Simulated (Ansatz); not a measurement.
Start from AlN in the wurtzite structure (space group P6_3mc, No. 186).

```xyz
4
Lattice="3.1302 0.0000 0.0000 -1.5651 2.7109 0.0000 0.0000 0.0000 5.0180" Properties=species:S:1:pos:R:3 pbc="T T T"
Al     0.0000     1.8072     0.0012
Al     1.5651     0.9036     2.5102
N      0.0000     1.8072     1.9157
N      1.5651     0.9036     4.4247
```

Cartesian axes are those of the cell as printed.

The values are results of PBE in Ansatz (plane waves to 420 eV, PAW, without spin-orbit coupling), not measurements.

For the base:

```
Property    Result
--------  --------
Pressure  0.00 GPa
```

One thing is altered: uniaxial strain ε_zz = +2.40 %, all other strain components held at zero, atoms relaxed at fixed cell.

Q: Predict the new pressure.

A: The pressure (mean of the normal stresses, compression positive) goes from zero to -4.15 GPa.

Q: Estimate the effect on the energy relative to the base.

A: The energy rises by 6.7 meV/atom.

Whether these cells are dynamically stable was not tested.

Ansatz is a first-principles code.
